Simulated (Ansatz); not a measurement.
Input:

```yaml
crystal:
  lattice:
    - [3.14934, 0.00000, 0.00000]
    - [-1.57467, 2.72741, 0.00000]
    - [0.00000, 0.00000, 12.09079]
  atoms:
    - { symbol: Mo, position: [0.33333, 0.66667, 0.75000] }
    - { symbol: Mo, position: [0.66667, 0.33333, 0.25000] }
    - { symbol: S, position: [0.33333, 0.66667, 0.12049] }
    - { symbol: S, position: [0.66667, 0.33333, 0.62049] }
    - { symbol: S, position: [0.66667, 0.33333, 0.87951] }
    - { symbol: S, position: [0.33333, 0.66667, 0.37951] }
```

No spin polarisation.

Level of theory: Ansatz (a quantum-chemistry and plane-wave program), PBE-D3(BJ), PAW, cutoff 420 eV, without spin-orbit coupling, earlier PAW set. Settings: 12×12×3 k-points, 0.05 eV Fermi–Dirac smearing.

Task: What smallest direct gap does the calculation give?

Result: 1.70 eV.

Task: Predict the gap character.

Result: Indirect, Γ → K–Γ (44 % along).

Task: What is the computed band gap?

Result: 0.78 eV.

Task: Estimate the space group.

Result: P6_3/mmc (No. 194).

No phonon test of stability was made. The cell was made from MoTe2 by this change: Te → S.
